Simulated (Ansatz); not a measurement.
## La2O3: pressure series

The parent structure is La2O3 (space group P-3m1, No. 164; a = 3.9061 Å, c = 6.0400 Å).

Cell and atoms are relaxed at each pressure.

Levels (all Ansatz, an electronic-structure program, PAW): PBEsol (420 eV, no spin-orbit coupling); r2SCAN (500 eV, no SOC); HSE06 (420 eV, no spin-orbit coupling).

Band gaps by level, all at the geometries relaxed with PBEsol:

| case | PBEsol | r2SCAN | HSE06 |
|---|---|---|---|
| base | 3.77 eV | 4.23 eV | 5.30 eV |
| pressure −2 GPa | 3.77 eV | 4.23 eV | 5.29 eV |
| pressure −1 GPa | 3.77 eV | 4.23 eV | 5.30 eV |
| pressure 7 GPa | 3.75 eV | 4.21 eV | 5.27 eV |
| pressure 15 GPa | 3.69 eV | 4.15 eV | 5.20 eV |
| pressure 50 GPa | 3.60 eV | 4.08 eV | 5.09 eV |
| pressure 75 GPa | 3.56 eV | 4.04 eV | 5.04 eV |
| pressure 100 GPa | 3.46 eV | 4.00 eV | 4.99 eV |

Single points use the geometry relaxed with PBEsol. HSE06 gaps are upper bounds (no full band path). Load acts through the strain it causes; cell and atoms are relaxed under it. Whether these cells are dynamically stable was not tested. No other phases were tried under pressure.
